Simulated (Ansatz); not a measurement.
The starting structures come from a database of crystals and need not be the phases stable at ambient conditions.

Given:

```xyz
4
Lattice="3.9167 0.0000 0.0000 -1.9584 3.3920 0.0000 0.0000 0.0000 6.5868" Properties=species:S:1:pos:R:3 pbc="T T T"
Be     1.9584     1.1307     3.2962
Be     0.0000     2.2613     0.0028
Te     1.9584     1.1307     5.7606
Te     0.0000     2.2613     2.4672
```

Space group of this cell: P6_3mc, wurtzite. The cell is strained (lengths across the current scaled by 0.98, ions clamped); by r2SCAN its mean pressure is 2.2 GPa.

Transport runs along the normal of the first two printed cell vectors, the (001) (indices of the unstrained crystal) plane of the conventional cell.

No gap correction and no spin-orbit coupling; mid-gap values are interpolated between computed energies.

Question: Compute, with r2SCAN (Ansatz, a first-principles code), the band gap and the smallest decay constant κ at mid-gap.

Answer: Gap 2.51 eV on a 12×12×6 mesh; κ = 0.167 1/Å, at the zone centre.
